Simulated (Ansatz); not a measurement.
Start from CoSi₂ (space group Fm-3m, No. 225; a = 5.360 Å; non-magnetic).

Calculations: PBE, PAW, 420 eV (Ansatz, a first-principles code; no spin-orbit coupling).

Base values:

```
Property      Result
--------  ----------
Band gap        zero
Density   4.97 g/cm³
```

It is then changed as follows: every Co is replaced by Hg; the structure is relaxed again.

Tabulated Pauling electronegativity and covalent radius: Co 1.88, 1.26 Å; Hg 2.00, 1.32 Å.

Task: Estimate the effect on the band gap.

Result: The band gap stays zero.

Task: How does this affect the density?

Result: The density grows by 1.60 g/cm³ (4.97 g/cm³ → 6.57 g/cm³).

Whether these cells are dynamically stable was not tested. As relaxed here, HgSi2 is a hypothetical phase, not in the database extracts checked. Seeded moments were not kept for the base. The final runs are not spin-polarised. An odd electron count without spin: CoSi2.
